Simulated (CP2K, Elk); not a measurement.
A CP2K input for a self-consistent single point of PtAl2 (Fm-3m, 3 atoms in the cell) (DFT PBEsol, GPW, DZVP-MOLOPT-SR-GTH basis, GTH-PBE potentials (GTH_POTENTIALS)):

```
&GLOBAL
  PROJECT run
  RUN_TYPE ENERGY_FORCE
  PRINT_LEVEL MEDIUM
&END GLOBAL
&FORCE_EVAL
  METHOD Quickstep
  STRESS_TENSOR ANALYTICAL
  &DFT
    BASIS_SET_FILE_NAME BASIS_MOLOPT
    POTENTIAL_FILE_NAME GTH_POTENTIALS
    &QS
      METHOD GPW
      EPS_DEFAULT 1E-10
    &END QS
    &MGRID
      CUTOFF 500
      REL_CUTOFF 50
      NGRIDS 5
    &END MGRID
    &SCF
      SCF_GUESS ATOMIC
      EPS_SCF 1E-6
      MAX_SCF 100
      ADDED_MOS 5
      &DIAGONALIZATION
        ALGORITHM STANDARD
      &END DIAGONALIZATION
      &MIXING
        METHOD BROYDEN_MIXING
        ALPHA 0.2
        NBUFFER 8
        BETA 1.5
      &END MIXING
      &SMEAR ON
        METHOD FERMI_DIRAC
        ELECTRONIC_TEMPERATURE [K] 1160.45
      &END SMEAR
    &END SCF
    &KPOINTS
      SCHEME MONKHORST-PACK 7 7 7
    &END KPOINTS
    &XC
      &XC_FUNCTIONAL
        &PBE
          PARAMETRIZATION PBESOL
        &END PBE
      &END XC_FUNCTIONAL
    &END XC
    &PRINT
      &MO
        EIGENVALUES T
        OCCUPATION_NUMBERS T
        NDIGITS 8
        FILENAME mo
        &EACH
          QS_SCF 0
        &END EACH
        ADD_LAST NUMERIC
      &END MO
      &MULLIKEN ON
      &END MULLIKEN
    &END PRINT
  &END DFT
  &SUBSYS
    &CELL
      A 4.20909000 0.00000000 0.00000000
      B 2.10454500 3.64517900 0.00000000
      C 2.10454500 1.21506000 3.43670700
      PERIODIC XYZ
    &END CELL
    &COORD
      SCALED
      Al       0.25000000     0.25000000     0.25000000
      Al       0.75000000     0.75000000     0.75000000
      Pt       0.00000000     0.00000000     0.00000000
    &END COORD
    &KIND Al
      BASIS_SET DZVP-MOLOPT-SR-GTH
      POTENTIAL GTH-PBE-q3
    &END KIND
    &KIND Pt
      BASIS_SET DZVP-MOLOPT-SR-GTH
      POTENTIAL GTH-PBE-q18
    &END KIND
  &END SUBSYS
  &PRINT
    &FORCES ON
    &END FORCES
    &STRESS_TENSOR ON
    &END STRESS_TENSOR
  &END PRINT
&END FORCE_EVAL
```

Give the Elk input for the same structure, mesh, smearing and functional.

One input that does it (others would too):

```
tasks
  0

xctype
  22

rmtscf
  0.91

swidth
  0.00367493

maxscl
  100

avec
    0.0000000000    5.6243465113    5.6243465113
    5.6243465113    0.0000000000    5.6243465113
    5.6243465113    5.6243465113    0.0000000000

sppath
  './'

atoms
  2
  'Al.in'
  2
  0.2500000000  0.2500000000  0.2500000000    0.0 0.0 0.0
  0.7500000000  0.7500000000  0.7500000000    0.0 0.0 0.0
  'Pt.in'
  1
  0.0000000000  0.0000000000  0.0000000000    0.0 0.0 0.0

ngridk
  7 7 7
```

Basis settings and potentials, where a program has them, do not carry over. This input uses DFT, PBEsol, all-electron FP-LAPW, Elk's shipped species files, default APW+lo basis.

The starting cell has typed, rounded lattice constants, without a prior relaxation at this level. Its lattice was rescaled by a random factor within 2.5 % of one.
